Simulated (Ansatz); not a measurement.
Base system: InP in the wurtzite structure (space group P6_3mc, No. 186; a = 4.149 Å, c = 6.810 Å; a model cell, its experimental status unchecked). Axes: x lies along a and z along c of the hexagonal cell.

Calculations: Ansatz (a first-principles code) PBEsol, scalar-relativistic without spin-orbit coupling.

Strains are applied to the cell and any free atomic positions relax; under biaxial strain the out-of-plane vector relaxes too.

One change was made to it. Results:

The pressure (mean of the normal stresses, compression positive) goes from zero to -0.63 GPa; the band gap shrinks by 0.022 eV to 0.61 eV; the valence-band top at Γ (three highest levels, from the VBM) goes from 0.00, 0.00, -0.11 eV to 0.00, 0.00, -0.04 eV; the volume per atom goes up by 0.25 Å³ to 25.63 Å³; the electron mass changes from 0.050 mₑ along c, 0.055 mₑ across (at Γ) to 0.047 mₑ out of plane, 0.051 mₑ in plane (at Γ).

Q: Name the change that was made.
A. biaxial strain +3.58 %, plane normal [001], relaxed out of plane
B. biaxial strain +0.69 %, plane normal [001], relaxed out of plane
C. biaxial strain −4.15 %, plane normal [001], relaxed out of plane
D. uniaxial strain ε_xx = −2.24 %

A: B, biaxial strain +0.69 %, plane normal [001], relaxed out of plane. For comparison, the valence-band top at Γ in the other runs: biaxial strain +3.58 %, plane normal [001], relaxed out of plane gives 0.00, -0.15, -0.15 eV; uniaxial strain ε_xx = −2.24 % gives 0.00, -0.13, -0.26 eV; biaxial strain −4.15 %, plane normal [001], relaxed out of plane gives 0.00, 0.00, -0.66 eV.

Effective masses come from finite differences of ±0.01 Å⁻¹. Stability against distortions was not tested. This is not the structure that InP has at room temperature and ambient pressure. A zero or small gap of InP under biaxial strain +3.58 %, plane normal [001], relaxed out of plane can be the functional's error rather than a property of the material.
